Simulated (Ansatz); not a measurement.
System: CeBr3 (P6₃/m, No. 176; cell taken from a computed entry). Method: r²SCAN-D4 in Ansatz (PAW).

Settings: plane-wave cutoff 500 eV, 6×6×10 k mesh (along the axes of the cell as run), Fermi–Dirac smearing 0.05 eV, spin-polarised start, scalar-relativistic PAW data made under PBE.

Computed at the level's own relaxed cell.

Q: Give the computed equilibrium volume per atom, lattice parameter a and lattice parameter c.

A: 
equilibrium volume per atom: 30.59 Å³/atom
lattice parameter a: 7.979 Å
lattice parameter c: 4.439 Å

Note: the magnetic order was assumed, not searched for or taken from measurement; the relaxation could not lower the start's symmetry, so the cell can be a saddle point above a distorted one; the 4f shell is treated without U or exact exchange, so its levels and filling can be wrong.

Spin–orbit coupling is not included.

Ansatz is a program for electronic structure.
